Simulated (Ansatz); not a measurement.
Consider the following.

End structure of the (100) surface of rock-salt TiN, Al on all Ti sites of the top plane (bottom of the slab: a bare face, its two planes held):

```yaml
crystal:
  lattice:
    - [3.00301, 0.00000, 0.00000]
    - [0.00000, 3.00301, 0.00000]
    - [0.00000, 0.00000, 26.50000]
  atoms:
    - { symbol: N, position: [0.00000, 0.00000, 0.30409] }
    - { symbol: Ti, position: [0.50000, 0.50000, 0.30409] }
    - { symbol: N, position: [0.50000, 0.50000, 0.38422] }
    - { symbol: Ti, position: [0.00000, 0.00000, 0.38422] }
    - { symbol: N, position: [0.00000, 0.00000, 0.46445] }
    - { symbol: Ti, position: [0.50000, 0.50000, 0.46528] }
    - { symbol: N, position: [0.50000, 0.50000, 0.54403] }
    - { symbol: Ti, position: [0.00000, 0.00000, 0.54509] }
    - { symbol: N, position: [0.00000, 0.00000, 0.62729] }
    - { symbol: Ti, position: [0.50000, 0.50000, 0.62279] }
    - { symbol: N, position: [0.50000, 0.50000, 0.70587] }
    - { symbol: Al, position: [0.00000, 0.00000, 0.70221] }
```

Model: 12-atom slab, 10.4 Å thick at the start with caps and adatoms (thin: gaps and levels are the slab's own), 12x12x1 mesh, Fermi-Dirac 0.1 eV, dipole correction, single point; on the structure that PBE left under its start's symmetry; no spin, no spin-orbit, no U. In PBE it is, or lies within 0.01 eV a 1x1 cell of, the lowest of the 2 structures of its composition computed so far; subsurface sites and larger cells were not tried.

**Question.** Give the work function of the top face at the level r2SCAN, at the PBE geometry run with Ansatz (a program for electronic structure).

**Answer.** 3.22 eV
